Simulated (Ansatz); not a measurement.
## What biaxial strain −2.22 %, plane normal [111], relaxed out of plane does to Ge

Base system: Ge in the diamond structure (space group Fd-3m, No. 227; a = 5.6744 Å). Axes: x, y, z lie along the cube axes.

The change: biaxial strain −2.22 %, plane normal [111], relaxed out of plane (Cartesian); in-plane vectors clamped, the third vector and the atoms free.

Computed with r2SCAN (Ansatz, a program for electronic structure; PAW; 500 eV plane waves; without spin-orbit coupling). Settings: 10×10×10 k-points, 0.05 eV Fermi–Dirac smearing.

- Space group = R-3m (No. 166) (base Fd-3m (No. 227))
- Shortest interatomic distance = 2.420 Å (base 2.457 Å)
- Energy relative to the base (free energy F) = +13 meV/atom
- Pressure (mean of the normal stresses, compression positive) = 2.93 GPa (base 0.01 GPa)
- Band gap = 0.34 eV (base 0.36 eV)
- Gap character = indirect, Γ → L (base direct at Γ)
- Smallest direct gap = 0.55 eV (base 0.36 eV)
- Valence-band top at Γ (three highest levels, from the VBM) = 0.00, 0.00, -0.30 eV (base 0.00, 0.00, 0.00 eV)
- Valley order (the lowest conduction-band minima on the path, energy above the VBM, named in the base's zone) = L along [1-1-1] 0.34 eV; Γ 0.55 eV; a point along [010], about 0.9 Å⁻¹ from Γ 0.61 eV; L along [111] 0.81 eV (base Γ 0.36 eV; L along ⟨111⟩ 0.44 eV; a point along ⟨100⟩, about 0.9 Å⁻¹ from Γ 0.79 eV)
- Out-of-plane strain = +0.78 %
- Ratio −ε⊥/ε∥ = 0.35
- Mean in-plane stress (compression positive) = +4.4 GPa

Cost of the whole job for the changed cell (relaxation, final SCF and bands): roughly 90 core-seconds.

No phonon test of stability was made. The real Ge has an indirect gap at ambient pressure; r2SCAN orders its close-lying valleys differently. k-point labels follow each cell's own Brillouin zone.
